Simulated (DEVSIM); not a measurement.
Structure: Ni/SiO2/p-Ge capacitor, at 300 K.

```tsv
layer (left to right)	material	thickness (nm)	Na (cm⁻³)
1	SiO2	4.40	-
2	Ge	1000	3.4e17
```

Metal gate on the left, work function 5.1 eV. Fixed charge at the semiconductor interface 1.1e10 cm⁻² (in units of +e); interface traps 1e10 cm⁻² eV⁻¹, uniform in energy, neutral level at 0.5 of the gap above the valence band.

Constants are typed, rounded textbook-type inputs, not results; the design itself was drawn at random and stands for no fabricated device. Values at 300 K.

```
parameter      SiO2       Ge
-------------  ----  -------
gap (eV)          9    0.664
affinity (eV)   0.9        4
permittivity    3.9       16
Nc (cm⁻³)         -  1.04e19
Nv (cm⁻³)         -     6e18
```

DEVSIM, 1D Poisson equation in equilibrium, Boltzmann statistics, complete ionisation; no quantum confinement or tunnelling. Metal contacts follow the ideal Schottky-Mott rule: no Fermi-level pinning, no interface dipoles.

Tabulate band edges, carrier densities and field at 1.0 V on the gate.

Energies count from the Fermi level of the right contact; mesh points crowd at the junctions.

```
x (μm)     Ec (eV)  Ev (eV)  n (cm⁻³)  p (cm⁻³)  field (V/cm)
---------  -------  -------  --------  --------  ------------
0.000        3.200   -5.800     < 1e2     < 1e2        540000
0.0008774    3.247   -5.753     < 1e2     < 1e2        540000
0.002056     3.311   -5.689     < 1e2     < 1e2        540000
0.003304     3.378   -5.622     < 1e2     < 1e2        540000
0.004524     0.338   -0.326    2.2e13    2.0e13        130000
0.005684     0.353   -0.311    1.2e13    3.5e13        130000
0.007890     0.380   -0.284    4.3e12    1.0e14        120000
0.01445      0.450   -0.214    2.9e11    1.5e15         94000
0.02455      0.525   -0.139    1.6e10    2.8e16         56000
0.04377      0.581   -0.083     1.8e9    2.4e17         10000
0.08031      0.590   -0.074     1.3e9    3.4e17           140
0.1889       0.590   -0.074     1.3e9    3.4e17           ≈ 0
0.3563       0.590   -0.074     1.3e9    3.4e17           ≈ 0
0.6232       0.590   -0.074     1.3e9    3.4e17           ≈ 0
0.8414       0.590   -0.074     1.3e9    3.4e17           ≈ 0
0.9192       0.590   -0.074     1.3e9    3.4e17           ≈ 0
0.9617       0.590   -0.074     1.3e9    3.4e17           ≈ 0
0.9825       0.590   -0.074     1.3e9    3.4e17           ≈ 0
0.9957       0.590   -0.074     1.3e9    3.4e17           ≈ 0
1.000        0.590   -0.074     1.3e9    3.4e17           ≈ 0
1.003        0.590   -0.074     1.3e9    3.4e17           ≈ 0
1.004        0.590   -0.074     1.3e9    3.4e17           ≈ 0
```
